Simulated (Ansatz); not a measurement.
## InP: response to strain

Take InP in the zinc blende structure (space group F-43m, No. 216; a = 5.8269 Å) as the base. Axes: x, y, z lie along the cube axes.

Strains are applied to the cell and any free atomic positions relax; under biaxial strain the out-of-plane vector relaxes too.

Level of theory: Kohn–Sham DFT with the LDA functional, run in Ansatz (an electronic-structure program) with PAW and 420 eV plane waves, without spin-orbit coupling.

Candidates:
(a) biaxial strain +1.50 %, plane normal [001], relaxed out of plane
(b) biaxial strain −2.50 %, plane normal [001], relaxed out of plane
(c) biaxial strain +2.50 %, plane normal [001], relaxed out of plane

Notes on the quantities. energy relative to the base: free energy F.

Problem. Order them by energy relative to the base, lowest first.

Solution. (a) biaxial strain +1.50 %, plane normal [001], relaxed out of plane (+3.1 meV/atom), (c) biaxial strain +2.50 %, plane normal [001], relaxed out of plane (+8.5 meV/atom), (b) biaxial strain −2.50 %, plane normal [001], relaxed out of plane (+9.5 meV/atom)

Whether these cells are dynamically stable was not tested.
